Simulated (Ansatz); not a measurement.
Functionals compared on the (22-41) surface of hcp Tl in its 1x1 cell, outermost plane spacing 0.44 Å in the ideal cut, in Ansatz (plane waves, PAW). The structure was relaxed with PBE; the other rows are single points on it. Cutoff 420 eV (500 eV for r2SCAN).

Model: 23-atom slab, 9.7 Å thick at the start (thin: gaps and levels are the slab's own), 7x4x1 mesh, Fermi-Dirac 0.1 eV, dipole correction, all atoms relaxed; no symmetry held; no spin, no spin-orbit, no U. These notes are the PBE run's.

| functional | work function of the top face (eV) | rough cost of the single point |
|---|---|---|
| PBE | 3.52 | – |
| LDA | 3.85 | very roughly 8 core-minutes |
| PBEsol | 3.61 | roughly 9 core-minutes |
| RPBE | [?] | about 10 core-minutes (a rough figure) |
| r2SCAN | 3.55 | about 14 core-minutes (a rough figure) |

**Question.** What belongs in the gaps?

**Answer.** 
- RPBE, work function of the top face (eV): 3.37

Ansatz is a program for electronic structure.
